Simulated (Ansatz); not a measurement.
The starting structures come from a database of crystals and need not be the phases stable at ambient conditions.

 Where the default PAW files enter, the runs use the earlier of Ansatz's two default sets.

Data:

```xyz
12
Lattice="5.2788 0.0000 0.0000 0.0000 5.2788 0.0000 0.0000 0.0000 5.2788" Properties=species:S:1:pos:R:3 pbc="T T T"
Sn     0.0000     2.6394     2.6394
Sn     2.6394     2.6394     0.0000
Sn     2.6394     0.0000     2.6394
Sn     0.0000     0.0000     0.0000
O      3.4898     4.4284     4.4284
O      1.7890     0.8504     0.8504
O      4.4284     0.8504     1.7890
O      0.8504     4.4284     3.4898
O      0.8504     3.4898     0.8504
O      4.4284     1.7890     4.4284
O      1.7890     1.7890     3.4898
O      3.4898     3.4898     1.7890
```

Space group of this cell: Pa-3. The cell is strained (all lengths scaled by 1.02); by r2SCAN its mean pressure is -18.7 GPa.

Transport runs along the normal of the first two printed cell vectors, the (001) plane of the conventional cell.

The gap is the functional's own. No spin-orbit coupling. Mid-gap values are interpolated on the energy grid.

Problem. Give the band gap and the smallest decay constant κ at mid-gap that r2SCAN run with Ansatz (a program for electronic structure) yields.

Solution. Gap 0.54 eV on a 6×6×6 mesh; κ = 0.069 1/Å, at the zone centre.
